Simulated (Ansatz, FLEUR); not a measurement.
An Ansatz (a quantum-chemistry and plane-wave program) input for a self-consistent single point of Al (Fm-3m, 1 atom in the cell) (DFT, PBE, plane waves, default PAW files):

Ansatz 0.2 input:
```yaml
crystal:
  lattice:
    - [0.00000000, 1.96267000, 1.96267000]
    - [1.96267000, 0.00000000, 1.96267000]
    - [1.96267000, 1.96267000, 0.00000000]
  atoms:
    - { symbol: Al, position: [0.00000000, 0.00000000, 0.00000000] }
kpoints:
  mp_grid: { grid: [14, 14, 14] }
hamiltonian:
  xc: pbe
  pseudopotentials: { kind: paw }
scf:
  occupations: { method: fermi_dirac, width: 0.1 }
output:
  forces: true
  eigenvalues: true
  stress: true
```

Q: Give the FLEUR input for the same structure, mesh, smearing and functional.

A: This is the input that was run; spellings and numerical settings could be chosen otherwise.

Input of the input generator:

```
Al
&input film=f /
-0.0000000000 1.9626700000 1.9626700000
1.9626700000 -0.0000000000 1.9626700000
1.9626700000 1.9626700000 -0.0000000000
1.8897261246
1.0 1.0 1.0

1
13 0.0000000000 0.0000000000 0.0000000000

&comp jspins=1 /
&kpt div1=14 div2=14 div3=14 gamma=t /
&end /
```

```xml
<?xml version="1.0" encoding="UTF-8" standalone="no"?>
<fleurInput fleurInputVersion="0.39">
   <comment>
      Al                                                                                                  
   </comment>
   <calculationSetup>
      <cutoffs Kmax="4.0" Gmax="16.0" GmaxXC="16.0" numbands="0"/>
      <scfLoop itmax="80" minDistance="0.00001" maxIterBroyd="40" imix="Anderson" alpha="0.05" precondParam="0.0" spinf="2.0"/>
      <coreElectrons ctail="T" frcor="F" kcrel="0" coretail_lmax="0"/>
      <xcFunctional name="pbe" relativisticCorrections="F"/>
      <magnetism jspins="1"/>
      <soc l_soc="F" theta="0.0" phi="0.0" spav="F"/>
      <expertModes spex="0" secvar="F"/>
      <geometryOptimization l_f="T" forcealpha="1.0" forcemix="BFGS" epsdisp="0.00001" epsforce="0.00001"/>
      <ldaU l_linMix="F" mixParam="0.05" spinf="1.0"/>
   </calculationSetup>
   <cell>
      <bzIntegration valenceElectrons="3.0" mode="hist" fermiSmearingEnergy="0.00367493">
         <kPointListSelection listName="default-1"/>
         <!-- k-points included here -->
         <xi:include xmlns:xi="http://www.w3.org/2001/XInclude" href="kpts.xml"> </xi:include>
      </bzIntegration>
      <!-- symmetry operations included here -->
      <xi:include xmlns:xi="http://www.w3.org/2001/XInclude" href="sym.xml"> </xi:include>
      <bulkLattice scale="1.0">
         <bravaisMatrix>
            <row-1>    0.0000000000000000     3.7089087729686816     3.7089087729686816</row-1>
            <row-2>    3.7089087729686816     0.0000000000000000     3.7089087729686816</row-2>
            <row-3>    3.7089087729686816     3.7089087729686816     0.0000000000000000</row-3>
         </bravaisMatrix>
      </bulkLattice>
   </cell>
   <atomSpecies>
      <species name="Aluminum (Al)" element="Al" atomicNumber="13">
         <mtSphere radius="2.50" gridPoints="863" logIncrement="0.013"/>
         <atomicCutoffs lmax="10" lnonsphr="8"/>
         <electronConfig flipSpins="F">
            <coreConfig>(1s1/2) (2s1/2) (2p1/2) (2p3/2)</coreConfig>
            <valenceConfig>(3s1/2) (3p1/2) (3p3/2)</valenceConfig>
            <stateOccupation state="(3p1/2)" spinUp="0.1666666666667" spinDown="0.1666666666667"/>
            <stateOccupation state="(3p3/2)" spinUp="0.3333333333333" spinDown="0.3333333333333"/>
         </electronConfig>
         <energyParameters s="3" p="3" d="3" f="4"/>
      </species>
   </atomSpecies>
   <atomGroups>
      <atomGroup species="Aluminum (Al)">
         <relPos label="                   1">.0000000000 .0000000000 .0000000000</relPos>
         <force calculate="T" relaxXYZ="TTT"/>
      </atomGroup>
   </atomGroups>
   <output dos="F" band="F" slice="F">
      <checks vchk="F" cdinf="F"/>
      <bandDOS minEnergy="-.5*Htr" maxEnergy="0.5*Htr" sigma="0.015" storeEVData="T"/>
      <vacuumDOS vacdos="F" integ="F" star="F" nstars="0" locx1="0.0" locy1="0.0" locx2="0.0" locy2="0.0" nstm="0" tworkf="0.0"/>
      <unfoldingBand unfoldBand="F" supercellX="1" supercellY="1" supercellZ="1"/>
      <plotting iplot="0" polar="F">
         <plot TwoD="T" vec1="  1.0  0.0  0.0" vec2="  0.0  1.0  0.0" vec3="  0.0  0.0  1.0" zero="  0.0  0.0  0.0" file="plot"/>
      </plotting>
      <chargeDensitySlicing numkpt="0" minEigenval="0.0" maxEigenval="0.0" nnne="0" pallst="F"/>
      <specialOutput eonly="F"/>
      <magneticCircularDichroism mcd="F" energyLo="-10.0" energyUp="0.0"/>
   </output>
  <!-- We include the file relax.xml here to enable relaxations (see documentation) -->
  <xi:include xmlns:xi="http://www.w3.org/2001/XInclude" href="relax.xml"> <xi:fallback/> </xi:include>
</fleurInput>
```

Basis, cutoffs, solver keys and any potentials are the target program's own. This input uses DFT, PBE, all-electron FLAPW (FLEUR), scalar-relativistic valence.

The starting cell has typed, rounded lattice constants, without a prior relaxation at this level. Its lattice was rescaled by a random factor within 2.5 % of one. For this run, on top of that: lattice scaled by 0.98.
